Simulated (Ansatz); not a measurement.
Seebeck coefficient (μV/K, mean over directions) of n-type TaVCu6S8 (P-4m2) against carrier density, PBEsol, rigid bands run with Ansatz (a program for electronic structure). Computed gap 1.16 eV; densities at which minority carriers matter at this gap, or further valleys turn the trend, are left out. Conductivity mass 1.77 mₑ (harmonic mean over directions), N_c = 5.7e19 cm⁻³ at 300 K.

```tsv
electron density	300 K	500 K
1e16 cm⁻³	-961	-1064
1e17 cm⁻³	-763	-866
1e18 cm⁻³	-564	?
3e18 cm⁻³	-470	-573
1e19 cm⁻³	-368	-470
3e19 cm⁻³	-278	-377
1e20 cm⁻³	-190	-281
3e20 cm⁻³	?	-202
1e21 cm⁻³	-95	-130
```

Q: Complete the blanks.

A: 
- 1e18 cm⁻³, 500 K: -667
- 3e20 cm⁻³, 300 K: -132

Rigid bands with a gap fixed in temperature, one relaxation time for all states, no polarons or phonon drag, and whether or not such doping can be reached. Spin-orbit coupling is left out; with 5d elements it also splits d-like band edges.

Computed structure with no diffraction record at hand here (it may be known, metastable or hypothetical): TaVCu6S8 (P-4m2). Treated as nonmagnetic, magnetic states not searched for: TaVCu6S8 (P-4m2).
